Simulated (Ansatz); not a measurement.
White tin (β-Sn), treated with rVV10 (plane waves, PAW; Ansatz, a first-principles code).

Run with plane-wave cutoff 520 eV, 20×20×20 k mesh, Fermi–Dirac smearing 0.05 eV, scalar-relativistic PAW data made under PBE.

Shape and atoms are relaxed at each volume.

Pressure at four volumes; x = ln(V/29.432 Å³). One pressure is withheld.

```
V (Å³/atom)        x  P (GPa)
-----------  -------  -------
28.255       -0.0408        ?
28.843       -0.0202     0.93
29.432        0.0000     0.00
30.609        0.0392    -1.57
```

Pass a parabola P(x) through the three rows shown, estimate the bulk modulus and its pressure derivative near zero pressure, and predict the withheld pressure.

Slopes between the rows: (0.00 − (0.93))/(0.0000 − (-0.0202)) = -46.04 and (-1.57 − (0.00))/(0.0392 − (0.0000)) = -40.05 GPa. Their difference over the span 0.0594 is c = 5.99/0.0594 = 100.8 GPa, so P(x) = 0.93 + (-46.04)(x − (-0.0202)) + 100.8 (x − (-0.0202))(x − (0.0000)). At the middle row B = −dP/dx = −[-46.04 + 100.8 × 0.0202] = 44.0 GPa, and B′ = dB/dP = 2c/B = 4.6. At x = -0.0408 the parabola gives 1.96 GPa; the run gives 1.97 GPa. The Birch–Murnaghan fit to the energies at all volumes has B0 = 43.9 GPa and B′ = 4.7.

Measured, for comparison: bulk modulus 57.0 GPa (temperature not stated, no zero-point or thermal correction; as tabulated in Chen et al. (2023), arXiv:2209.05059). Computed less measured: bulk modulus -23 %.

Spin–orbit coupling is not included.
